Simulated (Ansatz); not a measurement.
YB (model structure, started from the rocksalt type, Fm-3m, No. 225, 2 atoms in the cell): properties by level of theory

```csv
level (code),lattice constant a (Å),bulk modulus (GPa),cohesive energy (eV/atom)
LDA (Ansatz),5.251,98.7,5.70
PBE (Ansatz),5.350,87.6,4.92
PBEsol (Ansatz),5.295,93.1,5.33
r²SCAN (Ansatz),5.367,89.5,4.88
```

Caveats: the bulk modulus is −V dP/dV from two relaxed cells at ±2 % in volume (LDA, PBE, PBEsol, r²SCAN). Ansatz's density-functional and Hartree–Fock values are scalar-relativistic unless marked +SOC, with PAW data made under PBE.

The crystal itself was run without spin with LDA, PBE, PBEsol, r²SCAN; a magnetic state was not tried in these runs.

Free atoms are spin-polarised, in the lowest state found; at levels without +SOC their spin–orbit coupling is left out.

A model structure was made by putting elements into a prototype or built by hand; it is no filed structure, need not be a known phase, and can be a saddle point held by its symmetry.

Ansatz is an electronic-structure program.
